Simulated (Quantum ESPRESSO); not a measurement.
A user runs Quantum ESPRESSO on Ti2Ga3 (P4/m, 10 atoms in the cell) and asks whether the run is sound. The aim is a self-consistent single point with DFT, LDA (PW92), plane waves, PseudoDojo standard norm-conserving (LDA) pseudopotentials.

Cell that was meant: a = 6.2428 Å, b = 6.2428 Å, c = 3.9764 Å, α = 90.00°, β = 90.00°, γ = 90.00°.

Part of the input:

```fortran
  degauss = 0.0147
/
&electrons
  conv_thr = 1.0d-3
/
ATOMIC_SPECIES
Ti    47.8670  Ti.upf
```

Output, abridged:

```
     G-vector sticks info
     --------------------
     sticks:   dense  smooth     PW     G-vecs:    dense   smooth      PW
   [... lines left out ...]
        k(    6) = (   0.0000000   0.3333333   0.6279804), wk =   0.3555556
        k(    7) = (   0.3333333   0.3333333   0.0000000), wk =   0.1777778
        k(    8) = (   0.3333333   0.3333333   0.3139902), wk =   0.3555556
        k(    9) = (   0.3333333   0.3333333   0.6279804), wk =   0.3555556

     Dense  grid:   110669 G-vectors     FFT dimensions: (  72,  72,  45)

     Initial potential from superposition of free atoms

     starting charge     125.9822, renormalised to     126.0000
     Self-consistent Calculation

     iteration #  1     ecut=    85.00 Ry     beta= 0.70

     Threshold (ethr) on eigenvalues was too large:
     Diagonalizing with lowered threshold

     total energy              =   -1391.40833575 Ry
     estimated scf accuracy    <       0.29669016 Ry

     iteration #  2     ecut=    85.00 Ry     beta= 0.70

     total energy              =   -1391.38518551 Ry
     estimated scf accuracy    <       0.50667778 Ry

     iteration #  3     ecut=    85.00 Ry     beta= 0.70

     total energy              =   -1391.49747843 Ry
     estimated scf accuracy    <       0.13696804 Ry

     iteration #  4     ecut=    85.00 Ry     beta= 0.70

     total energy              =   -1391.51814281 Ry
     estimated scf accuracy    <       0.00188879 Ry

     iteration #  5     ecut=    85.00 Ry     beta= 0.70

     total energy              =   -1391.51995836 Ry
     estimated scf accuracy    <       0.00327021 Ry

     iteration #  6     ecut=    85.00 Ry     beta= 0.70
     End of self-consistent calculation

     the Fermi energy is    13.9502 ev

!    total energy              =   -1391.51964103 Ry
     estimated scf accuracy    <       0.00075279 Ry
     smearing contrib. (-TS)   =       0.00024877 Ry
     internal energy E=F+TS    =   -1391.51988980 Ry

     convergence has been achieved in   6 iterations

     Forces acting on atoms (cartesian axes, Ry/au):

     atom    1 type  1   force =    -0.00031589   -0.00093454   -0.00000000
     atom    2 type  1   force =     0.00031589    0.00093454    0.00000000
     atom    3 type  1   force =     0.00093454   -0.00031589   -0.00000000
     atom    4 type  1   force =    -0.00093454    0.00031589   -0.00000000
   [... lines left out ...]
     Total force =     0.011569     Total SCF correction =     0.161733
   [... lines left out ...]

          total   stress  (Ry/bohr**3)                   (kbar)     P=      -87.67
  -0.00057473   0.00000000   0.00000000          -84.55        0.00        0.00
   0.00000000  -0.00057473   0.00000000            0.00      -84.55        0.00
   0.00000000   0.00000000  -0.00063852            0.00        0.00      -93.93

   JOB DONE.
```

Problem. Is this run sound? If not, what is wrong?

Solution. The run is not sound. The fault is a convergence threshold that is too loose. A loop that stops early leaves an energy error of second order in the density error, but errors of first order in forces and stress. To fix it, tighten the threshold. The run converged in 6 iterations without an error; against the sound input the free energy is nearly the same (within 1 meV/atom), the pressure goes from -6.44 to -8.77 GPa and the largest force goes from 0.048 to 0.147 eV/Å. The full log also holds: “SCF correction compared to forces is large: reduce conv_thr to get better values”.

The sound input it was made from differs as follows (other fixes are possible):
```diff
-  conv_thr = 1.0d-3
+  conv_thr = 1.0e-11
```

With that input, the run converged in 16 iterations: free energy E − TS -18932.5974 eV; Fermi level (on the code's own zero) 13.94 eV; pressure -6.44 GPa; largest force (vector length) 0.048 eV/Å (DFT, LDA (PW92), plane waves, PseudoDojo standard norm-conserving (LDA) pseudopotentials).

On the sound input: the starting cell comes from a database of computed structures (which also holds hypothetical and non-ambient phases and stackings), without a prior relaxation at this level. Spin polarisation is off. With a pressure of about -6 GPa the cell is away from its equilibrium volume at this level. Without a gap this mesh is coarse (it stands for a supercell whose shortest vector is 19 Å).
